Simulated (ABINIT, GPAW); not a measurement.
A GPAW input for a self-consistent single point of LaPt5 (P6/mmm, 6 atoms in the cell) (DFT LDA (Perdew-Wang 92), plane waves, GPAW PAW datasets LDA (gpaw-data 1.0.1)):

```python
from ase import Atoms
from ase.units import GPa
from gpaw import GPAW

atoms = Atoms(['La', 'Pt', 'Pt', 'Pt', 'Pt', 'Pt'],
              cell=[[5.428550, 0.000000, 0.000000],
                    [-2.714275, 4.701262, 0.000000],
                    [0.000000, 0.000000, 4.393330]],
              positions=[[0.000000, 0.000000, 0.000000],
                         [-0.000003, 3.134176, 0.000000],
                         [2.714278, 1.567086, 0.000000],
                         [2.714275, 0.000000, 2.196665],
                         [1.357138, 2.350631, 2.196665],
                         [-1.357138, 2.350631, 2.196665]],
              pbc=True)

calc = GPAW(mode={'name': 'pw', 'ecut': 850},
            xc='LDA',
            kpts={'size': (6, 6, 7), 'gamma': True},
            occupations={'name': 'methfessel-paxton', 'width': 0.1, 'order': 0},
            nbands=-14,
            symmetry={'symmorphic': False, 'tolerance': 0.0005},
            maxiter=120)

atoms.calc = calc

energy = atoms.get_potential_energy()
print('Energy (eV):', round(energy, 6))
forces = atoms.get_forces()
print('Forces (eV/Ang):')
print(forces.round(5))
stress = atoms.get_stress()
print('Stress (GPa, Voigt):', (stress / GPa).round(4))
```

**Question.** Translate this input to ABINIT.

**Answer.** This is the input that was run; spellings and numerical settings could be chosen otherwise.

```
# LaPt5, JTH v2.0 LDA PAW
pp_dirpath "./"
pseudos "La.LDA_PW-JTH.xml, Pt.LDA_PW-JTH.xml"
acell 10.2584725294 10.2584725294 8.3021904751
rprim
         1.0000000000    0.0000000051    0.0000000000
        -0.5000000044    0.8660254012    0.0000000000
         0.0000000000    0.0000000000    1.0000000000
natom 6
ntypat 2
znucl 57 78
typat 1 2 2 2 2 2
xred
         0.0000000000    0.0000000000    0.0000000000
         0.3333333333    0.6666666667    0.0000000000
         0.6666666667    0.3333333333    0.0000000000
         0.5000000000    0.0000000000    0.5000000000
         0.5000000000    0.5000000000    0.5000000000
         0.0000000000    0.5000000000    0.5000000000
ecut 26 Ha
pawecutdg 52 Ha
pawxcdev 0
occopt 7
tsmear 0.00367493
nband 40
kptopt 1
ngkpt 6 6 7
nshiftk 1
shiftk 0 0 0
nstep 50
toldfe 1.0e-09
prtwf 0
prtden 0
enunit 1
```

Basis, cutoffs, solver keys and any potentials are the target program's own. This input uses DFT, LDA (PW92), plane waves, PAW (JTH v2.0 LDA PAW). LDA parametrisations can differ slightly between programs. Both were run: pressure -8.55 GPa in GPAW and -7.78 in ABINIT.

On GPAW: the starting cell comes from a database of computed structures (which also holds hypothetical and non-ambient phases and stackings), without a prior relaxation at this level. Spin polarisation is off. With a pressure of about -9 GPa the cell is away from its equilibrium volume at this level.

On ABINIT: the starting cell comes from a database of computed structures (which also holds hypothetical and non-ambient phases and stackings), without a prior relaxation at this level. Spin polarisation is off. With a pressure of about -8 GPa the cell is away from its equilibrium volume at this level.
